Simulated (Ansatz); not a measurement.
Ti2AlB2 (model structure, started from the Ti2InB2 type, P-6m2, No. 187, 5 atoms in the cell): bulk modulus by level of theory

No measured value is used here.

```
level (code)     value (GPa)  cell (Å³/atom)
---------------  -----------  --------------
LDA (Ansatz)             172           11.55
PBE (Ansatz)             156           12.12
PBEsol (Ansatz)          164           11.85
r²SCAN (Ansatz)          165           12.01
```

The crystal itself was run without spin with LDA, PBE, PBEsol, r²SCAN; a magnetic state was not tried in these runs. LDA, PBE, PBEsol, r²SCAN: the run has no spin polarisation, so it can have missed a magnetic state. LDA, PBE, PBEsol, r²SCAN: the bulk modulus is −V dP/dV from two relaxed cells at ±2 % in volume. Each level is taken at its own relaxed cell. Cutoffs differ between the levels. Ansatz's density-functional and Hartree–Fock values are scalar-relativistic unless marked +SOC, with PAW data made under PBE.

A model structure was made by putting elements into a prototype or built by hand; it is no filed structure, need not be a known phase, and can be a saddle point held by its symmetry.

Ansatz is a first-principles code.
